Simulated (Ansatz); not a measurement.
# A series of runs on Sc3Pd (Pm-3m, 4 atoms in the cell)

```xyz
4
Lattice="4.3482 0.0000 0.0000 0.0000 4.3482 0.0000 0.0000 0.0000 4.3482" Properties=species:S:1:pos:R:3 pbc="T T T"
Sc     0.0000     2.1741     2.1741
Sc     2.1741     2.1741     0.0000
Sc     2.1741     0.0000     2.1741
Pd     0.0000     0.0000     0.0000
```

Base run A: LDA (PW92), default PAW files made with PBE (Ansatz, a first-principles code), self-consistent single point.

Its settings: kpoints.mp_grid.grid = 10 10 10; hamiltonian.xc = lda; hamiltonian.pseudopotentials = {kind: paw} (the program's default PAW files); scf.occupations.method = fermi_dirac; scf.occupations.width = 0.05 eV.

The starting cell was generated: these elements placed on a structure prototype, without a prior relaxation; it need not be a known phase or ordering of this composition. Its lattice was rescaled by a random factor within 2.5 % of one. Spin polarisation is off. In the base run, with a pressure of about -6 GPa the cell is away from its equilibrium volume at this level. Ansatz's pressure includes its estimate of the finite-basis (Pulay) stress.

Runs:
- B: hamiltonian.xc: lda → pbe [PBE]
- C: hamiltonian.xc: lda → pbesol [PBEsol]
- D: hamiltonian.xc: lda → rpbe [RPBE]
- E: hamiltonian.xc: lda → revpbe [revPBE]
- F: hamiltonian.xc: lda → blyp [BLYP]
- G: hamiltonian.xc: lda → r2scan [r2SCAN]

```tsv
run	pressure (GPa)
A	-6.04
B	0.82
C	-2.68
D	(withheld)
E	2.78
F	(withheld)
G	0.15
```

### Question
Fill in the missing entries.

### Answer

- D, pressure (GPa): 3.50
- F, pressure (GPa): 2.67

Keys are those of Ansatz 0.2.
